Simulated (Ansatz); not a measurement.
Start from PtSe$_{2}$ in the CdI2 type structure (space group P-3m1, No. 164; a = 3.772 Å, c = 4.821 Å; layered; relaxed with 0.1 eV smearing). Axes: x lies along a and z along c of the hexagonal cell.

All numbers come from PBE-D3(BJ)/PAW in Ansatz (a first-principles code), no spin-orbit coupling.

Strains are applied to the cell and any free atomic positions relax; under biaxial strain the out-of-plane vector relaxes too.

One change was made to it. Results:

| quantity | base | after |
|---|---|---|
| pressure (mean of the normal stresses, compression positive) | 0.0 GPa | -0.6 GPa |
| shortest interatomic distance | 2.526 Å | 2.530 Å |

Q: Which change produced these results?
A) biaxial strain +0.50 %, plane normal [001], relaxed out of plane
B) biaxial strain −1.50 %, plane normal [001], relaxed out of plane
C) biaxial strain +1.00 %, plane normal [001], relaxed out of plane

A: A, biaxial strain +0.50 %, plane normal [001], relaxed out of plane. For comparison, the pressure in the other runs: biaxial strain +1.00 %, plane normal [001], relaxed out of plane gives -1.3 GPa; biaxial strain −1.50 %, plane normal [001], relaxed out of plane gives 2.0 GPa.

No phonon test of stability was made. All final runs are without spin polarisation.
